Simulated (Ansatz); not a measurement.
# CdSe2 (Pa-3, No. 205, 12 atoms in the cell; start mp-1095493)

Method: r²SCAN in Ansatz (PAW).

Settings: plane-wave cutoff 560 eV, 6×6×6 k mesh, Fermi–Dirac smearing 0.01 eV, scalar-relativistic PAW data made under PBE.

Cell (relaxed with PBEsol):

```
CELL_PARAMETERS angstrom
      6.60479     0.00000     0.00000
      0.00000     6.60479     0.00000
      0.00000     0.00000     6.60479
ATOMIC_POSITIONS crystal
  Cd 0.50000 0.50000 0.00000
  Cd 0.00000 0.50000 0.50000
  Cd 0.00000 0.00000 0.00000
  Cd 0.50000 0.00000 0.50000
  Se 0.10392 0.89608 0.39608
  Se 0.89608 0.10392 0.60392
  Se 0.39608 0.10392 0.89608
  Se 0.60392 0.89608 0.10392
  Se 0.60392 0.60392 0.60392
  Se 0.39608 0.39608 0.39608
  Se 0.89608 0.39608 0.10392
  Se 0.10392 0.60392 0.89608
```

```
Quantity                                       Value
-------------------------------------------  -------
band gap                                     1.03 eV
smallest direct gap on the k points sampled  1.25 eV
direct gap at Γ                              1.41 eV
```

Note: cell and atoms aren't relaxed at this level (largest force component 0.10 eV/Å, pressure 1.9 GPa).

Spin–orbit coupling is not included.

Static lattice: no zero-point or thermal effects.

A start named mp-… is a Materials Project structure, which need not be a measured phase.

Ansatz is a first-principles code.
